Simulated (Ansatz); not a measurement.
## Ni with two functionals

Consider Ni in the fcc (Cu type) structure (space group Fm-3m, No. 225; a = 3.518 Å; ferromagnetic).

(Cell as relaxed with PBE.)

Levels (all Ansatz, a first-principles code, PAW): PBE (420 eV, no spin-orbit coupling); r2SCAN (500 eV, no spin-orbit coupling).

Each level relaxes its own structure.

```csv
quantity,PBE,r2SCAN
volume per atom,10.89 Å³,?
lattice parameter a,3.518 Å,?
band gap,zero,?
magnetic state,ferromagnetic,?
largest site moment,0.67 μB,?
```

Q: Given the PBE results, estimate those of r2SCAN.

A: 
- volume per atom, r2SCAN: 10.52 Å³
- lattice parameter a, r2SCAN: 3.478 Å
- band gap, r2SCAN: zero
- magnetic state, r2SCAN: ferromagnetic
- largest site moment, r2SCAN: 0.81 μB

PBE's volume per atom lies 0.37 Å³ above r2SCAN's (3.5 %); PBE's lattice parameter a lies 0.040 Å above r2SCAN's (1.2 %); PBE's largest site moment lies 0.14 μB below r2SCAN's; the two agree on the band gap and magnetic state. Neither level is exact; r2SCAN is the comparison here, not a measurement.

Other magnetic orders, which the real material may have, were not ruled out. Whether these cells are dynamically stable was not tested.
